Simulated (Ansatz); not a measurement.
## What holes 1.0×10^22 cm⁻³ does to BN

The parent structure is BN (space group P6_3/mmc, No. 194; a = 2.504 Å, c = 7.035 Å; layered, stacked along the Cartesian z axis).

It is then changed as follows: hole doping at 1.0×10^22 cm⁻³ (0.382 per cell), with a uniform compensating background at fixed cell and a 300 K Fermi–Dirac width.

Computed with PBEsol (Ansatz, a program for electronic structure, PAW, no SOC). k-mesh 27×27×9 (Γ-centred); smearing 0.0259 eV (Fermi–Dirac).

```json
[
 {"quantity": "gap between the host's bands", "base": "4.25 eV", "changed": "4.63 eV", "shift": "+0.386 eV"},
 {"quantity": "gap character", "base": "indirect, k = (0.296, 1/3, 0) in the run's primitive reciprocal basis → M", "changed": "indirect, k = (0.296, 1/3, 0) in the run's primitive reciprocal basis → M", "shift": "–"},
 {"quantity": "Fermi level relative to the doped band's edge (positive inside the band; to 0.05 eV)", "base": "–", "changed": "+0.45 eV", "shift": "–"}
]
```

Final structure:

```
CELL_PARAMETERS angstrom
      2.50432     0.00000     0.00000
     -1.25216     2.16881     0.00000
      0.00000     0.00000     7.03541
ATOMIC_POSITIONS crystal
  B  0.66667 0.33333 0.75000
  B  0.33333 0.66667 0.25000
  N  0.66667 0.33333 0.25000
  N  0.33333 0.66667 0.75000
```
Cell charge +0.38212.

Cost of the whole job for the changed cell (relaxation, final SCF and bands): about 29 core-seconds (a rough figure).

Charged cell with a jellium background: band edges are those of the host's band count, energies are not comparable with the neutral cell, and many-body gap narrowing is missing. Whether these cells are dynamically stable was not tested. The base started in Pnma and relaxed to P6_3/mmc at this level. No dispersion term is included in the PBEsol runs.
